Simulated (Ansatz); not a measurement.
Here is the system:

```xyz
2
Lattice="3.9278 0.0000 0.0000 1.9639 3.4015 0.0000 1.9639 -1.1338 3.2991" Properties=species:S:1:pos:R:3 pbc="T T T"
Ge     1.9639     1.1338     1.6614
Ge     3.9278     2.2677     0.8130
```

No spin polarisation.

Method: Ansatz (a first-principles code) r2SCAN, no SOC, earlier PAW set. k-mesh 10×10×10 (Γ-centred); smearing 0.05 eV (Fermi–Dirac).

Q: Predict the in-plane stress, smallest direct gap and band gap.

A: The mean in-plane stress (compression positive) comes out as +4.1 GPa and the smallest direct gap is 0.55 eV. The band gap is 0.35 eV.

The cells carry an imposed strain or load. Whether these cells are dynamically stable was not tested. The cell was made from Ge in the diamond structure (space group Fd-3m, No. 227) by this change: biaxial strain −2.08 %, plane normal [111], relaxed out of plane.
